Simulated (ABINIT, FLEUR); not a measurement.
A FLEUR input for a self-consistent single point of MgB2 (P6/mmm, 3 atoms in the cell) (DFT, PBE, all-electron FLAPW (FLEUR), scalar-relativistic valence):

Input of the input generator:

```
scf MgB2
&input film=f /
2.8612342556 -4.9558031031 0.0000000000
2.8612342556 4.9558031031 0.0000000000
0.0000000000 0.0000000000 6.5187992395
1.0
1.0 1.0 1.0

3
12 -0.0000000000 -0.0000000000 -0.0000000000
5 0.3333333333 0.6666666667 0.5000000000
5 0.6666666667 0.3333333333 0.5000000000

&comp jspins=1 /
&kpt div1=12 div2=12 div3=9 gamma=t /
&end /
```

```xml
<?xml version="1.0" encoding="UTF-8" standalone="no"?>
<fleurInput fleurInputVersion="0.39">
   <comment>
      scf MgB2                                                                                            
   </comment>
   <calculationSetup>
      <cutoffs Kmax="4.5" Gmax="22.5" GmaxXC="22.5" numbands="0"/>
      <scfLoop itmax="80" minDistance="0.00001" maxIterBroyd="40" imix="Anderson" alpha="0.05" precondParam="0.0" spinf="2.0"/>
      <coreElectrons ctail="T" frcor="F" kcrel="0" coretail_lmax="0"/>
      <xcFunctional name="pbe" relativisticCorrections="F"/>
      <magnetism jspins="1"/>
      <soc l_soc="F" theta="0.0" phi="0.0" spav="F"/>
      <expertModes spex="0" secvar="F"/>
      <geometryOptimization l_f="T" forcealpha="1.0" forcemix="BFGS" epsdisp="0.00001" epsforce="0.00001"/>
      <ldaU l_linMix="F" mixParam="0.05" spinf="1.0"/>
   </calculationSetup>
   <cell>
      <bzIntegration valenceElectrons="16.0" mode="hist" fermiSmearingEnergy="0.00183747">
         <kPointListSelection listName="default-1"/>
         <!-- k-points included here -->
         <xi:include xmlns:xi="http://www.w3.org/2001/XInclude" href="kpts.xml"> </xi:include>
      </bzIntegration>
      <!-- symmetry operations included here -->
      <xi:include xmlns:xi="http://www.w3.org/2001/XInclude" href="sym.xml"> </xi:include>
      <bulkLattice scale="1.0">
         <bravaisMatrix>
            <row-1>    2.8612342555999999    -4.9558031031000001     0.0000000000000000</row-1>
            <row-2>    2.8612342555999999     4.9558031031000001     0.0000000000000000</row-2>
            <row-3>    0.0000000000000000     0.0000000000000000     6.5187992394999998</row-3>
         </bravaisMatrix>
      </bulkLattice>
   </cell>
   <atomSpecies>
      <species name="Magnesium (Mg)" element="Mg" atomicNumber="12">
         <mtSphere radius="2.66" gridPoints="879" logIncrement="0.013"/>
         <atomicCutoffs lmax="10" lnonsphr="8"/>
         <electronConfig flipSpins="F">
            <coreConfig>(1s1/2)</coreConfig>
            <valenceConfig>(2s1/2) (2p1/2) (2p3/2) (3s1/2)</valenceConfig>
         </electronConfig>
         <energyParameters s="3" p="2" d="3" f="4"/>
         <lo type="SCLO" l="0" n="2" eDeriv="0"/>
         <lo type="HELO" l="1" n="3" eDeriv="0"/>
         <lo type="HELO" l="1" n="3" eDeriv="1"/>
         <lo type="SCLO" l="2" n="3" eDeriv="2"/>
         <lo type="SCLO" l="3" n="4" eDeriv="2"/>
      </species>
      <species name="Boron (B)" element="B" atomicNumber="5">
         <mtSphere radius="1.56" gridPoints="517" logIncrement="0.02"/>
         <atomicCutoffs lmax="6" lnonsphr="4"/>
         <electronConfig flipSpins="F">
            <coreConfig>(1s1/2)</coreConfig>
            <valenceConfig>(2s1/2) (2p1/2) (2p3/2)</valenceConfig>
            <stateOccupation state="(2p1/2)" spinUp="0.1666666666667" spinDown="0.1666666666667"/>
            <stateOccupation state="(2p3/2)" spinUp="0.3333333333333" spinDown="0.3333333333333"/>
         </electronConfig>
         <energyParameters s="2" p="2" d="3" f="4"/>
         <lo type="SCLO" l="0" n="2" eDeriv="2"/>
         <lo type="SCLO" l="1" n="2" eDeriv="2"/>
         <lo type="SCLO" l="2" n="3" eDeriv="2"/>
      </species>
   </atomSpecies>
   <atomGroups>
      <atomGroup species="Magnesium (Mg)">
         <relPos label="                   1">.0000000000 .0000000000 .0000000000</relPos>
         <force calculate="T" relaxXYZ="TTT"/>
      </atomGroup>
      <atomGroup species="Boron (B)">
         <relPos label="                   2">1.000/3.000 -1.000/3.000 1.000/2.000</relPos>
         <relPos label="                   3">-1.000/3.000 1.000/3.000 1.000/2.000</relPos>
         <force calculate="T" relaxXYZ="TTT"/>
      </atomGroup>
   </atomGroups>
   <output dos="F" band="F" slice="F">
      <checks vchk="F" cdinf="F"/>
      <bandDOS minEnergy="-.5*Htr" maxEnergy="0.5*Htr" sigma="0.015" storeEVData="T"/>
      <vacuumDOS vacdos="F" integ="F" star="F" nstars="0" locx1="0.0" locy1="0.0" locx2="0.0" locy2="0.0" nstm="0" tworkf="0.0"/>
      <unfoldingBand unfoldBand="F" supercellX="1" supercellY="1" supercellZ="1"/>
      <plotting iplot="0" polar="F">
         <plot TwoD="T" vec1="  1.0  0.0  0.0" vec2="  0.0  1.0  0.0" vec3="  0.0  0.0  1.0" zero="  0.0  0.0  0.0" file="plot"/>
      </plotting>
      <chargeDensitySlicing numkpt="0" minEigenval="0.0" maxEigenval="0.0" nnne="0" pallst="F"/>
      <specialOutput eonly="F"/>
      <magneticCircularDichroism mcd="F" energyLo="-10.0" energyUp="0.0"/>
   </output>
  <!-- We include the file relax.xml here to enable relaxations (see documentation) -->
  <xi:include xmlns:xi="http://www.w3.org/2001/XInclude" href="relax.xml"> <xi:fallback/> </xi:include>
</fleurInput>
```

Task: Write the same calculation as an input for ABINIT.

Result: One input that does it (others would too):

```
# MgB2, PseudoDojo nc-sr-05 PBE standard
pp_dirpath "./"
pseudos "Mg.upf, B.upf"
acell 3*1.0
rprim
         2.8612342556   -4.9558031031    0.0000000000
         2.8612342556    4.9558031031    0.0000000000
         0.0000000000    0.0000000000    6.5187992395
natom 3
ntypat 2
znucl 12 5
typat 1 2 2
xred
         0.0000000000    0.0000000000    0.0000000000
         0.3333333333    0.6666666667    0.5000000000
         0.6666666667    0.3333333333    0.5000000000
ecut 42 Ha
occopt 3
tsmear 0.05 eV
nband 13
kptopt 1
ngkpt 12 12 9
nshiftk 1
shiftk 0 0 0
nstep 80
tolvrs 1.0e-12
prtwf 0
prtden 0
```

Basis settings and potentials, where a program has them, do not carry over. This input uses DFT, PBE, plane waves, norm-conserving pseudopotentials (PseudoDojo nc-sr-05 PBE standard).

The starting cell has typed, rounded lattice constants, without a prior relaxation at this level. For this run, on top of that: lattice scaled by 0.98.
